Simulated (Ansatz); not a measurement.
Bi(001) slab, cut from rhombohedral Bi: Bi24, 6 atomic planes, area 74 Å², cell height 21.8 Å with vacuum; both faces free, started from the bulk cut, in-plane cell fixed at 1.007 times the relaxed lattice. Calculation: PBE (plane waves, PAW; Ansatz, a program for electronic structure). Mean temperature 521 K, 12.0 ps sampled after 9.2 ps of Langevin dynamics; k-points: 2x2x1 mesh shifted by half a step in the plane; no spin polarisation or spin-orbit coupling. So thin a slab has no true bulk in its middle, and the cell admits only reconstructions that fit it.

| plane (from the bottom) | atoms | start height (Å) | mean height (Å) | spread of site heights (Å) | rms motion, normal (Å) | rms motion, in plane (Å) | in-plane shift from the start (Å) | coordination |
|---|---|---|---|---|---|---|---|---|
| 1 | Bi4 | -4.91 | -5.14 | 0.01 | 0.24 | 0.30 | 0.16 | 3.9 |
| 2 | Bi4 | -3.27 | -3.53 | 0.01 | 0.26 | 0.30 | 0.15 | 6.2 |
| 3 | Bi4 | -0.82 | -0.81 | 0.00 | 0.20 | 0.20 | 0.03 | 6.2 |
| 4 | Bi4 | 0.82 | 0.81 | 0.01 | 0.18 | 0.21 | 0.05 | 6.3 |
| 5 | Bi4 | 3.27 | 3.53 | 0.00 | 0.23 | 0.31 | 0.11 | 6.3 |
| 6 | Bi4 | 4.91 | 5.15 | 0.01 | 0.21 | 0.32 | 0.13 | 3.9 |

```yaml
outer_plane_spacing: 1.62 Å against 1.64 Å at the start (-1 %)
normal_motion_of_the_outer_planes_over_that_of_the_middle: 1.2
in-plane diffusion: none seen within 12.0 ps
coordination_in_the_top_plane: 3-fold 38 %, 4-fold 37 %, 5-fold 22 %, 6-fold 4 %
mean vibrational (phonon) frequency: 1.8 THz
```

A denser in-plane k-mesh moves the forces of one frame by 0.05 eV/Å rms. Bonds are counted up to Bi-Bi 4.31 Å; heights count from the centre of mass.
